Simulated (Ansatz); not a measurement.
W2C (P-3m1, No. 164, 3 atoms in the cell; start mp-1008625), treated with LDA (PAW; Ansatz, a first-principles code).

Numerical settings: plane-wave cutoff 520 eV, 24×24×12 k mesh (along the axes of the cell as run), Fermi–Dirac smearing 0.05 eV, no spin polarisation, scalar-relativistic PAW data made under PBE.

Cell (relaxed at this level):

```cif
data_CW2
_chemical_formula_sum 'W2 C1'
_space_group_name_H-M_alt 'P-3m1'
_space_group_IT_number 164
_space_group_name_Hall '-P 3 2"'
_cell_length_a 3.01742
_cell_length_b 3.01742
_cell_length_c 4.62013
_cell_angle_alpha 90.000
_cell_angle_beta 90.000
_cell_angle_gamma 120.000
loop_
_atom_site_label
_atom_site_type_symbol
_atom_site_symmetry_multiplicity
_atom_site_Wyckoff_symbol
_atom_site_fract_x
_atom_site_fract_y
_atom_site_fract_z
_atom_site_occupancy
W1 W 2 d 0.66667 0.33333 0.25435 1
C1 C 1 a 0.00000 0.00000 0.00000 1
```

Task: What does this level give for the bulk modulus B0?

Result: 
* **bulk modulus B0**: 345 GPa

Note: the run has no spin polarisation, so it can have missed a magnetic state; the bulk modulus is −V dP/dV from two relaxed cells at ±2 % in volume; the relaxation could not lower the start's symmetry, so the cell can be a saddle point above a distorted one.

Spin–orbit coupling is not included; it can open a gap where bands touch, and shift volumes and moduli.

Static lattice: no zero-point or thermal effects.

A start named mp-… is a Materials Project structure, which need not be a measured phase.
